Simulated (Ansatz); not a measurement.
Functionals compared on a constructed model of the (100) surface of fcc Ag, a pseudomorphic layer of Co in the host's stacking (bottom of the slab: a bare face, its two planes held), in Ansatz (plane waves, PAW). The structure was relaxed with PBE; the other rows are single points on it. Cutoff 420 eV.

Slab: 7 atoms, 12.3 Å thick at the start; k 13x13x1, smearing 0.1 eV, dipole-corrected; 2 atoms held, the rest relaxed; symmetry of the start imposed; spin-polarised, ending with about 1.9 μB a cell; orders that need a larger cell were not tried, no spin-orbit, no U. It is one candidate, not shown to be the stable structure of the face. These notes are the PBE run's. RPBE: The program's check for a lower electronic state was not made.

```csv
functional,work function of the top face (eV),magnetic moment of the cell (μB),rough cost of the single point
PBE,4.22,1.93,–
RPBE,___,1.93,around 11 core-minutes (rough)
```

### Question
Complete the blanks.

### Answer

- RPBE, work function of the top face (eV): 4.06

Ansatz is a program for electronic structure.
